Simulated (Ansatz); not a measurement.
In a free zigzag chain of Au atoms, spin-degenerate bands cross the Fermi level once between Γ and the zone edge.

The numbers are results of PBE (plane waves to 420 eV, PAW; Ansatz, an electronic-structure program), not measurements. Mesh 1×1×68. No spin polarisation, so a magnetic state wasn't tested. One-dimensional cell, images about 11 Å apart. A hypothetical model. Symmetry and one short period hold its shape; lower forms weren't sought. Pairing along the axis, which can open a gap, is among the distortions not tried. Values not marked SOC lack spin–orbit coupling.

Problem. What are the conductance and the two-terminal resistance of a perfect, endless piece?

Solution. Each crossing on the half of the zone with k > 0 has a partner at −k, so it gives one mode in each direction. Counting spin there are 2 modes, each carrying e²/h = 38.74 μS. G = 2 × 38.74 = 77.5 μS and R = 1/G = 12.91 kΩ, whatever the length. Scattering by phonons, roughness and contacts can only raise R.
